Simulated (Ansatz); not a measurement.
A self-consistent single point of a (001) slab of La2O3 (cut from a parent of space group no. 164; 10 atoms in the cell) with Ansatz (a quantum-chemistry and plane-wave program).

Level of theory: PBE, PAW files (plane waves; Ansatz).

```yaml
crystal:
  lattice:
    - [3.95970, 0.00000, 0.00000]
    - [-1.97985, 3.42920, 0.00000]
    - [0.00000, 0.00000, 24.51011]
  atoms:
    - { symbol: La, position: [0.33333, 0.66667, 0.43641] }
    - { symbol: La, position: [0.66667, 0.33333, 0.31224] }
    - { symbol: O, position: [0.00000, 0.00000, 0.37432] }
    - { symbol: O, position: [0.33333, 0.66667, 0.28560] }
    - { symbol: O, position: [0.66667, 0.33333, 0.46305] }
    - { symbol: La, position: [0.33333, 0.66667, 0.68776] }
    - { symbol: La, position: [0.66667, 0.33333, 0.56359] }
    - { symbol: O, position: [0.00000, 0.00000, 0.62568] }
    - { symbol: O, position: [0.33333, 0.66667, 0.53695] }
    - { symbol: O, position: [0.66667, 0.33333, 0.71440] }
```

Reference input (self-consistent single point, DFT, PBE, plane waves, PAW files): basis.ecutwfc = 420 eV; kpoints.mp_grid.grid = 7 7 1; hamiltonian.xc = pbe; hamiltonian.pseudopotentials = {kind: paw} (the program's default PAW files); scf.occupations.method = fermi_dirac; scf.occupations.width = 0.05 eV. This run's input differs from it in these lines:

Ansatz 0.2 input:
```diff
@@ -20,3 +20,3 @@
   mp_grid:
-    grid: [7, 7, 1]
+    grid: [18, 18, 1]
 hamiltonian:
```

Output, abridged:

```
SCF iter   1: F=—  HF=-28437.689161 eV  |F-HF|=—  |Δ(HF+E_count)|=         —  Δρ=1.14e-1  dr2=5.37e1  ethr=3.10e-3  ⟨swp⟩=8.0  Hψ=9210  notcnv=0
all-band conjugate gradients solve this SCF's bands
preconditioner: auto → Resta (q_TF=auto, 2.151 Å⁻¹)
SCF iter   2: F=—  HF=-28426.606769 eV  |F-HF|=—  |Δ(HF+E_count)|=    1.11e1  Δρ=8.04e-2  dr2=1.40e1  ethr=3.10e-3  ⟨swp⟩=10.3  Hψ=7462  notcnv=0  defer=175
   [... lines left out ...]
SCF iter   9: F=—  HF=-28423.860424 eV  |F-HF|=—  |Δ(HF+E_count)|=   8.63e-5  Δρ=1.92e-4  dr2=1.80e-4  ethr=1.31e-6  ⟨swp⟩=2.2  Hψ=2388  notcnv=0  defer=121
SCF iter  10: F=—  HF=-28423.860392 eV  |F-HF|=—  |Δ(HF+E_count)|=   3.14e-5  Δρ=1.82e-5  dr2=1.43e-6  ethr=2.26e-7  ⟨swp⟩=2.1  Hψ=2495  notcnv=0  defer=118
SCF iter  11: F=—  HF=-28423.860568 eV  |F-HF|=—  |Δ(HF+E_count)|=   1.76e-4  Δρ=7.69e-6  dr2=2.96e-7  ethr=1.78e-9  ⟨swp⟩=2.3  Hψ=3586  notcnv=0  defer=118
SCF iter  12: F=-28423.860568 eV  HF=-28423.860568 eV  |F-HF|=1.31e-8  |Δ(HF+E_count)|=   4.24e-8  Δρ=2.16e-6  dr2=2.73e-8  ethr=1.25e-10  ⟨swp⟩=36.3  Hψ=17931  notcnv=0
SCF 1 converged in 12 iterations: F = -28423.860568 eV  dr2 = 2.73e-8
Free energy (F): -28423.860568 eV
Internal energy: -28423.860568 eV  (E = F + TS)
E sigma→0 (E₀):  -28423.860568 eV
Fermi energy:    3.795672 eV
--- Forces (eV/Å), atoms counted from 1 ---
  atom   1  La     0.00000000     0.00000000    -0.03359754
  atom   2  La    -0.00000000    -0.00000000    -0.31780409
  atom   3  O      0.00000000     0.00000000     0.08404740
  atom   4  O      0.00000000    -0.00000000     0.28263131
  atom   5  O     -0.00000000     0.00000000     0.04902415
  atom   6  La     0.00000000     0.00000000     0.31780409
  atom   7  La     0.00000000    -0.00000000     0.03359754
  atom   8  O     -0.00000000    -0.00000000    -0.08404740
  atom   9  O      0.00000000    -0.00000000    -0.04902415
  atom  10  O      0.00000000     0.00000000    -0.28263131
--- Stress (GPa, compression-positive) ---
       -3.299945       0.000000      -0.000000
       -0.000000      -3.299945       0.000000
       -0.000000       0.000000      -0.264464
  P = ⅓ Tr σ = -2.2881 GPa (-22.881 kbar)
  The stress holds the Pulay correction. Without it, at fixed plane waves, as pw.x and ABINIT print it: P = -2.4156 GPa
```

The run converged in 12 iterations. Against the reference run the free energy hardly moves (within 1 meV/atom), the largest force stays at 0.318 eV/Å and the gap on the mesh goes from 3.980 to 3.930 eV.

The starting cell has typed, rounded lattice constants, without a prior relaxation at this level. The slab is cut from that crystal, and its faces are unrelaxed. Its lattice was rescaled by up to half a per cent. Spin polarisation is off, though cut faces can carry moments; a gap of a slab can lie between surface states.

Cost on one core of a shared machine: roughly 50 s.
